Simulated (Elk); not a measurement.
Band structure of YN (Fm-3m, 2 atoms in the cell).

```
CELL_PARAMETERS angstrom
      0.00000     2.49170     2.49170
      2.49170     0.00000     2.49170
      2.49170     2.49170     0.00000
ATOMIC_POSITIONS crystal
  Y  0.00000 0.00000 0.00000
  N  0.50000 0.50000 0.50000
```

Computed with PBE, all-electron FP-LAPW, Elk's shipped species files, APW+lo basis with extra local orbitals run with Elk 10.2.4.

Settings: xctype = 20; rgkmax = 8; stype = 0; swidth = 0.00999582 Ha; ngridk = 6 6 6; gmaxvr = 18 1/bohr; lmaxapw = 10; lmaxo = 8; nxlo = 2; lorbcnd = true; lradstp = 2; nrmtscf = 2; lmaxi = 4; maxscl = 100.

The starting cell comes from a database of computed structures (which also holds hypothetical and non-ambient phases and stackings), without a prior relaxation at this level. Its lattice was rescaled by a random factor within 2.5 % of one. Values depend on the basis (sphere radii, cutoffs, local orbitals), which need not be converged.

Levels in eV from the Fermi level, bands 5 to 12:
```
point       5      6      7      8     9    10    11    12
-----  ------  -----  -----  -----  ----  ----  ----  ----
Γ      -12.90  -0.15  -0.15  -0.15  2.91  2.91  2.91  3.53
X      -12.46  -1.74  -0.58  -0.58  0.14  6.35  6.52  7.31
W      -12.06  -2.19  -1.71  -1.71  3.72  3.72  6.65  7.33
K      -12.08  -2.28  -1.79  -1.41  2.26  5.82  6.53  7.03
L      -11.38  -4.05  -2.25  -2.25  5.26  5.90  5.90  6.23
U      -12.08  -2.28  -1.79  -1.41  2.26  5.82  6.53  7.03
```

No band crosses the Fermi level by more than 0.03 eV along this path.
